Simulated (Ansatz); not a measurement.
# Ge₂SiN₄ (model structure, Imma, No. 74, 14 atoms in the cell)

Level of theory: HSE06 (Ansatz, a quantum-chemistry and plane-wave program, PAW).

Numerical settings: plane-wave cutoff 460 eV, 6×6×6 k mesh, Fermi–Dirac smearing 0.01 eV, scalar-relativistic PAW data made under PBE.

Cell (relaxed with PBEsol):

Ge₂N₄Si is taken in the orthorhombic space group Imma (No. 74), Pearson symbol oI28. Cell: a = 5.6876 Å, b = 5.7158 Å, c = 8.0706 Å, α = β = γ = 90.00°. Ge1 on 4a is coordinated by 6 N at 1.965–1.987 Å (octahedral). Si on 4d sees 6 N at 1.890–1.917 Å (octahedral). Ge2 on 4e is surrounded by 4 N at 1.872–1.899 Å (tetrahedral). N1 on 8h is coordinated by 2 Ge at 1.899–1.987 Å and 2 Si at 1.917 Å. N2 on 8i is coordinated by 3 Ge at 1.872–1.965 Å and 1 Si at 1.890 Å. (Neighbours: up to the widest gap in distance over summed covalent radii, below 1.35, at either atom.)
(The calculation used a cell of 14 atoms; values per cell refer to that cell.)

```json
{
  "band_gap": "3.65 eV (indirect)",
  "smallest_direct_gap_on_the_k_points_sampled": "3.69 eV"
}
```

Note: the relaxation could raise the start's symmetry but not lower it, so the cell can be a saddle point; cell and atoms aren't relaxed at this level (largest force component 0.08 eV/Å, pressure -3.8 GPa).

Spin–orbit coupling is not included.

A model structure was made by putting elements into a prototype or built by hand; it is no filed structure, need not be a known phase, and can be a saddle point held by its symmetry.
